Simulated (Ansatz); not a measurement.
Adsorption energy and surface dipole of O on the 1x1 (0001) surface of hcp Co, ferromagnetic, one in a 2x1 cell, started at the site 'bridge Co-Co (span 2.5 Å)', worked from the runs' numbers; total energies count from the potentials' own zero.

Calculation: PBE (plane waves to 420 eV, PAW; Ansatz, a program for electronic structure).

Set-up: 9 atoms, 6.0 Å thick at the start under the adsorbate (thin: gaps and levels are the slab's own); mesh 7x14x1; 0.1 eV smearing; dipole correction on; 4 atoms held, the rest relaxed; start symmetry kept, larger cells not searched; spin-polarised, no spin-orbit, no U, no dispersion correction. At the end it is bonded to 3 Co. In PBE it is, or lies within 0.03 eV of, the lowest of the starts that converged.

| quantity | value |
|---|---|
| slab with the adsorbate | -41573.523 eV |
| clean slab, same cell and mesh | -41006.349 eV |
| reference, ½ O2(g) | -564.968 eV |
| area of the cell | 10.76 Å² |
| change of the step from the bottom to the top vacuum level | 1.100 eV |

Problem. What is the adsorption energy against this reference?

Solution. E(slab + adsorbate) − E(slab) − E(reference) = -2.21 eV, so in this state the adsorbate is more stable than in the reference, at a coverage of 9.29 a nm².

Problem. What dipole does adsorption add to the slab along the outward normal (Helmholtz relation, ε₀ = 0.005526 e/(V·Å))?

Solution. p = −ε₀·A·ΔV = -0.065 e·Å = -0.31 D; its negative end points to the vacuum, which raises the vacuum level.
